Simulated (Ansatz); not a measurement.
The reference is AlN in the wurtzite structure (space group P6_3mc, No. 186).

```xyz
4
Lattice="3.1067 0.0000 0.0000 -1.5534 2.6905 0.0000 0.0000 0.0000 4.9785" Properties=species:S:1:pos:R:3 pbc="T T T"
Al     1.5534     0.8968     0.0170
Al     0.0000     1.7937     2.5062
N      1.5534     0.8968     3.0956
N      0.0000     1.7937     0.6064
```

Method: Kohn–Sham DFT with the r2SCAN functional, run in Ansatz (a program for electronic structure) with PAW and 500 eV plane waves, no SOC.

It is then changed as follows: B takes the place of Al on all its sites; the structure is relaxed again.

Measured lattice parameter a: AlN 3.1113 Å (0 K or low temperature; as listed in arXiv:1206.3780); BN 2.55 Å (temperature not stated; as listed in K. Doll, J. C. Schön, M. Jansen, Physical Review B (2008)).

Task: How well does r2SCAN reproduce the measured shift?

Result: With r2SCAN the lattice parameter a moves by -0.563 Å (3.107 → 2.544) against -0.561 Å measured.

Whether these cells are dynamically stable was not tested.
